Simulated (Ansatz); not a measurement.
CsCl-type CoGa, treated with PBEsol-D3(BJ) (Ansatz, an electronic-structure program, plane waves, PAW).

Numerical settings: plane-wave cutoff 520 eV, 20×20×20 k mesh, Fermi–Dirac smearing 0.05 eV, no spin polarisation, scalar-relativistic PAW data made under PBE.

A third-order Birch–Murnaghan fit to the energies gives V0 = 11.119 Å³/atom, B0 = 217 GPa, B′ = 4.7.

```
V (Å³/atom)  P (GPa)
-----------  -------
10.448             …
10.670          9.84
10.892          4.69
11.114          0.09
11.337         -4.02
11.559             …
11.781        -10.97
```

**Question.** Estimate the withheld pressures from this fit; the answers are the runs' own values.

**Answer.** 
- 10.448, P (GPa): 15.62
- 11.559, P (GPa): -7.69

The formula P = (3/2) B0 (x^(7/3) − x^(5/3)) [1 + (3/4)(B′ − 4)(x^(2/3) − 1)] with x = V0/V meets the computed pressures within 0.02 GPa when these rounded values are put in.
